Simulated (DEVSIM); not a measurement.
Device: illuminated Si n-on-p cell, one wavelength, at 400 K.

Layer 1 from the left is Si, thickness (μm) 0.300, Nd (cm⁻³) 4e18, τn (s) 1.2e-6, τp (s) 3.4e-8, absorption coefficient (cm⁻¹) 690. Layer 2 from the left is Si, thickness (μm) 48.0, Na (cm⁻³) 6.3e15, τn (s) 1.2e-6, τp (s) 1.2e-6, absorption coefficient (cm⁻¹) 690.

Left contact: ohmic, minority hole recombination velocity 1e5 cm/s. Right contact: ohmic, minority electron recombination velocity 50000 cm/s. Voltage is applied to the left contact. Recombination: SRH at mid-gap, radiative, Auger. Light enters at the left, 1e17 photons cm⁻² s⁻¹, one pass, no reflection. Mobility is μmin + (μ − μmin)/(1 + (N/Nref)^α).

This is a model device: material constants are rounded textbook-type values typed into the input, and sizes, dopings and lifetimes were drawn at random. Values at 300 K; Nc and Nv go as T^1.5, mobilities as T to minus their exponent, the gap by Varshni's rule with the affinity fixed.

Si: gap (eV) 1.124, affinity (eV) 4.05, permittivity 11.7, Nc (cm⁻³) 2.86e19, Nv (cm⁻³) 3.1e19, μn (cm²/Vs) 1417, μp (cm²/Vs) 470, μn,min 52, μp,min 45, Nref,n 9.7e16, Nref,p 2.2e17, αn 0.68, αp 0.72, T exponent of μn 2.3, T exponent of μp 2.2, B (cm³/s) 4.7e-15, Cn (cm⁶/s) 2.8e-31, Cp (cm⁶/s) 9.9e-32, Varshni α (eV/K) 0.000473, Varshni β (K) 636.

Model (solved in DEVSIM): 1D drift-diffusion, Boltzmann statistics, complete ionisation; no tunnelling, impact ionisation, image-force lowering or self-heating.

Dark forward current:

| |V| (V) | |J| (A/cm²) |
|---|---|
| 0.05 | 1.794e-5 |
| 0.10 | 8.844e-5 |
| 0.15 | 0.0003772 |
| 0.20 | 0.001582 |
| 0.25 | 0.006654 |
| 0.30 | 0.02801 |
| 0.35 | 0.1165 |
| 0.40 | 0.4612 |
| 0.45 | 1.617 |
| 0.50 | 4.801 |
| 0.55 | 12.31 |
| 0.60 | 28.12 |
| 0.65 | 58.29 |
| 0.70 | 110.6 |
| 0.75 | 192.9 |
| 0.80 | 312.2 |
| 0.85 | 473.2 |
| 0.90 | 679.3 |
| 0.95 | 932.7 |
| 1.00 | 1235 |
| 1.05 | 1586 |
| 1.10 | 1986 |
| 1.15 | 2435 |

Task: Work out the local ideality factor n = ΔV / (kT/q · ln(J2/J1)) between the rows 0.15 and 0.20 V, 0.25 and 0.30 V, 1.10 and 1.15 V.

Result: kT/q = 34.47 mV. From 0.15 to 0.20 V: ln(0.001582/0.0003772) = 1.434, n = 1.01, near the 1 of diffusion or emission over a barrier. From 0.25 to 0.30 V: ln(0.02801/0.006654) = 1.437, n = 1.01, near the 1 of diffusion or emission over a barrier. From 1.10 to 1.15 V: ln(2435/1986) = 0.204, n = 7.12.

Task: What current could the absorbed light give at most, and what share is collected?

Result: Σ αd = 3.33, so qΦ(1 − exp(−Σ αd)) = 15.4 mA/cm². The simulated short-circuit current is 11.24 mA/cm², a share of 0.73.

Task: Estimate the open-circuit voltage by superposition: the voltage at which the dark current equals that short-circuit current.

Result: Interpolating ln J in the table gives 0.268 V. The simulation gives 0.268 V, the same within the digits that matter. Superposition holds where collection doesn't change with voltage.
